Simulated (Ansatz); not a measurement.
The structure below was relaxed with Ansatz (a program for electronic structure), PBEsol-D3(BJ), PAW, cutoff 420 eV, no spin-orbit coupling, at pressure −2 GPa.

```xyz
3
Lattice="3.7111 0.0000 0.0000 -1.8555 3.2139 0.0000 0.0000 0.0000 6.0128" Properties=species:S:1:pos:R:3 pbc="T T T"
Zr     0.0000     0.0000     0.0000
Se     0.0000     2.1426     1.5940
Se     1.8555     1.0713     4.4188
```

Find the space group and the Wyckoff positions.

Space group P-3m1 (No. 164); a = b = 3.711 Å, c = 6.013 Å, α = β = 90.00°, γ = 120.00°

| atom | site | symmetry | x | y | z |
|---|---|---|---|---|---|
| Zr | 1a | -3m. | 0.0000 | 0.0000 | 0.0000 |
| Se | 2d | 3m. | 0.3333 | 0.6667 | 0.2651 |

Describe the coordination.

The crystal has 3 atoms in its conventional cell. Cell: a = b = 3.711 Å, c = 6.013 Å, α = β = 90.00°, γ = 120.00°. Zr has 6 Se at 2.671 Å (octahedral). Se is coordinated by 3 Zr at 2.671 Å (trigonal pyramidal). (Neighbours: up to the widest gap in distance over summed covalent radii, below 1.35, at either atom; cation-cation and far metal-metal contacts left out.)

Load acts through the strain it causes; cell and atoms are relaxed under it. No phonon test of stability was made. The final runs are not spin-polarised. The cell was made from ZrSe₂ in the CdI2 type structure (space group P-3m1, No. 164; layered, stacked along the Cartesian z axis) by this change: pressure −2 GPa.
